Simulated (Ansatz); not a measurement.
Input:

```yaml
crystal:
  lattice:
    - [3.08986, 0.00000, 0.00000]
    - [-1.54493, 2.67590, 0.00000]
    - [0.00000, 0.00000, 10.11489]
  atoms:
    - { symbol: Si, position: [0.00000, 0.00000, 0.00031] }
    - { symbol: Si, position: [0.00000, 0.00000, 0.50031] }
    - { symbol: Si, position: [0.66667, 0.33333, 0.75025] }
    - { symbol: Si, position: [0.33333, 0.66667, 0.25025] }
    - { symbol: C, position: [0.00000, 0.00000, 0.81285] }
    - { symbol: C, position: [0.00000, 0.00000, 0.31285] }
    - { symbol: C, position: [0.66667, 0.33333, 0.56222] }
    - { symbol: C, position: [0.33333, 0.66667, 0.06222] }
```

No spin polarisation.

All numbers come from PBE (Ansatz, a first-principles code), scalar-relativistic without spin-orbit coupling, earlier PAW set. Settings: 12×12×4 k-points, 0.05 eV Fermi–Dirac smearing.

**Question.** What valence-band top at Γ (three highest levels, from the VBM) does the calculation give?

**Answer.** 0.00, 0.00, -0.05 eV.

**Question.** Estimate the width of the top valence band.

**Answer.** 2.43 eV.

**Question.** Predict the gap character.

**Answer.** Indirect, Γ → M.

**Question.** Predict the band gap.

**Answer.** 2.23 eV.

Load acts through the strain it causes; cell and atoms are relaxed under it. No phonon test of stability was made. The cell was made from SiC (space group P6_3mc, No. 186) by this change: pressure 0.9 GPa.
